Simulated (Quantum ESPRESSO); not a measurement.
Input and output of a self-consistent single point for PAuS (Pbca, 24 atoms in the cell) (Quantum ESPRESSO).

Method of the run: PBEsol, GBRV 1.5 ultrasoft (PBESOL) pseudopotentials (plane waves; Quantum ESPRESSO).

```xyz
24
Lattice="5.6583 0.0000 0.0000 0.0000 5.6987 0.0000 0.0000 0.0000 16.6385" Properties=species:S:1:pos:R:3 pbc="T T T"
P      0.5712     0.4238     2.8380
P      5.0871     5.2750    13.8004
P      2.2579     5.2750    11.1573
P      3.4003     0.4238     5.4812
P      3.4003     2.4256    13.8004
P      2.2579     3.2731     2.8380
P      5.0871     3.2731     5.4812
P      0.5712     2.4256    11.1573
S      3.3820     4.1001     9.7803
S      2.2763     1.5987     6.8582
S      5.1054     1.5987     1.4610
S      0.5529     4.1001    15.1774
S      0.5529     4.4480     6.8582
S      5.1054     1.2507     9.7803
S      2.2763     1.2507    15.1774
S      3.3820     4.4480     1.4610
Au     5.6175     1.0339     6.1795
Au     0.0407     4.6649    10.4589
Au     2.8699     4.6649    14.4988
Au     2.7884     1.0339     2.1397
Au     2.7884     1.8155    10.4589
Au     2.8699     3.8832     6.1795
Au     0.0407     3.8832     2.1397
Au     5.6175     1.8155    14.4988
```

Reference input (self-consistent single point, DFT, PBEsol, plane waves, GBRV 1.5 ultrasoft (PBESOL) pseudopotentials): ecutwfc = 40 Ry; ecutrho = 320 Ry; occupations = fixed; potentials = {P: p_pbesol_v1.5.uspp.F.UPF, S: s_pbesol_v1.4.uspp.F.UPF, Au: au_pbesol_v1.uspp.F.UPF}; K_POINTS = automatic 3 3 1 1 1 1; nbnd = 92; conv_thr = 1e-10 Ry; mixing_beta = 0.7. This run's input differs from it in these lines:

```diff
@@ -56,3 +56,3 @@
 K_POINTS {automatic}
-3 3 1  1 1 1
+6 6 2  1 1 1
```

Log, with long lists cut:

```
     Self-consistent Calculation

     iteration #  1     ecut=    40.00 Ry     beta= 0.70

---- Real-time Memory Report at c_bands before calling an iterative solver
          2097 MiB given to the printing process from OS
           494 MiB allocation reported by mallinfo(arena+hblkhd)
------------------

     total energy              =   -1232.10453031 Ry
     estimated scf accuracy    <       3.19327349 Ry

     iteration #  2     ecut=    40.00 Ry     beta= 0.70

---- Real-time Memory Report at c_bands before calling an iterative solver
          2446 MiB given to the printing process from OS
   [... lines left out ...]

---- Real-time Memory Report at c_bands before calling an iterative solver
          2475 MiB given to the printing process from OS
           562 MiB allocation reported by mallinfo(arena+hblkhd)
------------------

     total energy              =   -1234.01413063 Ry
     estimated scf accuracy    <          4.4E-09 Ry

     iteration # 15     ecut=    40.00 Ry     beta= 0.70

---- Real-time Memory Report at c_bands before calling an iterative solver
          2475 MiB given to the printing process from OS
           562 MiB allocation reported by mallinfo(arena+hblkhd)
------------------
     End of self-consistent calculation

     highest occupied, lowest unoccupied level (ev):     6.8405    7.3513

!    total energy              =   -1234.01413063 Ry
     estimated scf accuracy    <          3.6E-11 Ry

     convergence has been achieved in  15 iterations

     Forces acting on atoms (cartesian axes, Ry/au):

     atom    1 type  1   force =     0.00604052   -0.00666901   -0.00032604
     atom    2 type  1   force =    -0.00604052    0.00666901    0.00032604
     atom    3 type  1   force =    -0.00604052    0.00666901   -0.00032604
     atom    4 type  1   force =     0.00604052   -0.00666901    0.00032604
     atom    5 type  1   force =     0.00604052    0.00666901    0.00032604
     atom    6 type  1   force =    -0.00604052   -0.00666901   -0.00032604
   [... lines left out ...]

     Total force =     0.040549     Total SCF correction =     0.000006

          total   stress  (Ry/bohr**3)                   (kbar)     P=      -35.18
  -0.00029088   0.00000000   0.00000000          -42.79        0.00        0.00
   0.00000000  -0.00029748   0.00000000            0.00      -43.76        0.00
   0.00000000   0.00000000  -0.00012918            0.00        0.00      -19.00

   JOB DONE.
```

The run converged in 15 iterations. Against the reference run the free energy drops by 4.2 meV/atom, the pressure moves little (-3.54 to -3.52 GPa), the largest force goes from 0.338 to 0.277 eV/Å and the gap on the mesh goes from 0.909 to 0.511 eV.

The starting cell comes from a database of computed structures (which also holds hypothetical and non-ambient phases and stackings), without a prior relaxation at this level. Spin-orbit coupling is off. With a pressure of about -4 GPa the cell is away from its equilibrium volume at this level. The shifted mesh does not hold Γ, so a gap read on it misses any band edge there.

Cost on one core of a shared machine: roughly 20 min.
